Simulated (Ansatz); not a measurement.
BP (I-4m2), r2SCAN with spin-orbit coupling, rigid bands (Ansatz, a program for electronic structure): Condition of this run: biaxial stress in (001) of 4 GPa (compression positive) (the target of the relaxation). band gap 1.24 eV, N_c = 2.78e19 cm⁻³ and N_v = 1.16e19 cm⁻³ at 300 K, conductivity masses along x (a = (0.00, 2.24, 2.27) Å; b = (2.24, 0.00, 2.27) Å; c = (2.24, 2.24, 0.00) Å) of 0.400 mₑ (electrons) and 0.396 mₑ (holes). Take k_BT = 0.02585 eV.

A film of it is 2 nm thick, with its normal along the direction named. Estimate the confinement energies in an infinite well.

ħ²π²/(2m t²) = 0.376 eV·nm²/(m/mₑ × t²) gives 235 meV for electrons and 237 meV for holes, so the gap would widen to about 1.71 eV. Finite barriers and nonparabolic bands lower this, and with several valleys or bands the heaviest mass along the normal sets the lowest level, not this average.

What thermal injection velocity √(2k_BT/πm) limits a ballistic channel along the direction named?

8.51e6 cm/s for electrons and 8.55e6 cm/s for holes, a ratio of √(m_h/m_e) = 0.995, for dilute carriers.

What built-in voltage has an abrupt junction with N_A = 1e17 and N_D = 1e18 cm⁻³, all dopants ionised?

V_bi = E_g/e − (k_BT/e) ln(N_c N_v/(N_A N_D)) = 1.24 − 0.02585 × 8.08 = 1.03 V. It follows the computed gap one for one.

Rigid, parabolic bands with the computed gap; masses take one relaxation time for all states. Geometry: cell and atoms relaxed with PBEsol.
